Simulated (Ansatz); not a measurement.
Worked example: relaxation of cell and atoms of BaGe₃Pt (I4mm, 5 atoms in the cell) in Ansatz (an electronic-structure program).

Level of theory: LDA (PW92), default PAW files made with PBE (plane waves; Ansatz).

```
CELL_PARAMETERS angstrom
     -2.30764     2.30764     5.16326
      2.30764    -2.30764     5.16326
      2.30764     2.30764    -5.16326
ATOMIC_POSITIONS crystal
  Ba 0.99989 0.99989 0.00000
  Ge 0.24621 0.74621 0.50000
  Ge 0.74621 0.24621 0.50000
  Ge 0.60089 0.60089 0.00000
  Pt 0.35152 0.35152 0.00000
```

Reference input (self-consistent single point, DFT, LDA (PW92), plane waves, default PAW files made with PBE): basis.ecutwfc = 420 eV; kpoints.mp_grid.grid = 10 10 10; hamiltonian.xc = lda; hamiltonian.pseudopotentials = {kind: paw} (the program's default PAW files); scf.occupations.method = gaussian; scf.occupations.width = 0.272 eV. This run's input differs from it in these lines:

```diff
@@ -25,2 +25,5 @@
     width: 0.272
+relax:
+  cell:
+    p_target: "-2.0 GPa"
 output:
```

Log, with long lists cut:

```
   [... SCF lines of the steps left out ...]
relax step   1: F+E_penalty+E_count = -30675.24832744 eV  Δ(F+E_penalty+E_count) = +0.000e0 eV  max|allowed force component| = 1.682e-1 eV/Å  Δτ_max = 0.0000 Å  P = -5.396 GPa  Ω = 109.982 Å³  (8 SCF iters, dr2 threshold 1.00e-7 eV, accepted)
relax step   2: F+E_penalty+E_count = -30675.37500774 eV  Δ(F+E_penalty+E_count) = -1.267e-1 eV  max|allowed force component| = 4.440e-2 eV/Å  Δτ_max = 0.0166 Å  P = -0.661 GPa  Ω = 103.706 Å³  energy of the carried Pulay correction = +9.546e-4 eV  [...]
   [... lines left out ...]
relax step   4: F+E_penalty+E_count = -30675.36172825 eV  Δ(F+E_penalty+E_count) = -1.636e-3 eV  max|allowed force component| = 9.318e-3 eV/Å  Δτ_max = 0.0020 Å  P = -2.006 GPa  Ω = 105.288 Å³  energy of the carried Pulay correction = +7.087e-4 eV  [...]
relax step   5: F+E_penalty+E_count = -30675.36096273 eV  Δ(F+E_penalty+E_count) = +7.655e-4 eV  max|allowed force component| = 9.354e-3 eV/Å  Δτ_max = 0.0000 Å  P = -2.001 GPa  Ω = 105.288 Å³  stress off target by 2.67e-2 GPa  SCF on the basis [...]
basis re-selected at this cell: Δ(F+E_penalty+E_count) = +7.655e-4 eV, ΔP = +0.005 GPa vs the last step
the relaxation is at rest under the 8 symmetry operations that the run kept from its start: a minimum is not shown …
Free energy (F): -30675.360963 eV
Internal energy: -30675.299941 eV  (E = F + TS)
E sigma→0 (E₀):  -30675.330452 eV
Entropy (-TS):   -0.061022 eV (-12.204 meV/atom)
Fermi energy:    12.560386 eV
--- Forces (eV/Å), atoms counted from 1 ---
  atom   1  Ba     0.00000000     0.00000000     0.00549119
   [... lines left out ...]
  cell:  # Å, volume = 105.2880 Å³
   [... lines left out ...]
    - { symbol: Ba, position: [1.001097029587948, 1.001097029587948, -9.388344438531626e-34] }
    - { symbol: Ge, position: [0.24629606093885414, 0.7462960609388541, 0.5] }
    - { symbol: Ge, position: [0.7462960609388541, 0.24629606093885414, 0.5] }
    - { symbol: Ge, position: [0.5993494940878499, 0.5993494940878499, 1.3310798036211634e-33] }
    - { symbol: Pt, position: [0.3516813544464939, 0.3516813544464939, -1.745472874493445e-33] }
```

The run converged. 

Summary of the result:
| Quantity | Value |
|---|---|
| Free energy E − TS (on the zero of these files) | -30675.3610 eV |
| Fermi level (on the code's own zero) | 12.56 eV |
| Pressure | -2.00 GPa |
| Largest force (vector length) | 0.009 eV/Å |
| Final cell | a = b = c = 6.018 Å, α = β = 135.57°, γ = 64.64° |
| Final volume per atom | 21.06 Å³ |
| Relaxation steps | 5 |

The starting cell comes from a database of computed structures (which also holds hypothetical and non-ambient phases and stackings), without a prior relaxation at this level. Its lattice was rescaled by a random factor within 2.5 % of one. Spin polarisation is off. The relaxation keeps the symmetry of its start, so its end need not be a minimum. Ansatz's pressure includes its estimate of the finite-basis (Pulay) stress.

Cost on one core of a shared machine: roughly 4 min.

Keys are those of Ansatz 0.2.
